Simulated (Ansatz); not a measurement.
Si under load (space group P6_3/mmc), r2SCAN with spin-orbit coupling, rigid bands (Ansatz, an electronic-structure program). Condition of this run: biaxial stress in the c plane of 3.6 GPa (compression positive) (the target of the relaxation). Band gap 0.58 eV, N_c = 2.85e19 cm⁻³ and N_v = 7.78e18 cm⁻³ at 300 K, conductivity masses along z (a = (3.77, 0.00, 0.00) Å; b = (-1.88, 3.26, 0.00) Å; c = (0.00, 0.00, 6.36) Å) of 1.13 mₑ (electrons) and 0.574 mₑ (holes). Take k_BT = 0.02585 eV.

What thermal injection velocity √(2k_BT/πm) limits a ballistic channel along the direction named?

5.06e6 cm/s for electrons and 7.10e6 cm/s for holes, a ratio of √(m_h/m_e) = 0.713, for dilute carriers.

Find the intrinsic carrier density and the intrinsic Fermi level.

n_i = √(N_c N_v) exp(−E_g/2k_BT) = 1.49e19 × exp(−11.22) = 2.0e14 cm⁻³. The level lies (k_BT/2) ln(N_v/N_c) = -17 meV from mid-gap (positive towards the conduction band). Each 0.1 eV added to the gap lowers n_i by a factor of 6.9.

What built-in voltage has an abrupt junction with N_A = 1e16 and N_D = 1e18 cm⁻³, all dopants ionised?

V_bi = E_g/e − (k_BT/e) ln(N_c N_v/(N_A N_D)) = 0.58 − 0.02585 × 10.01 = 0.32 V, for the computed gap.

Rigid bands with the computed gap; masses take one relaxation time for all states. Geometry: cell and atoms relaxed with PBEsol.
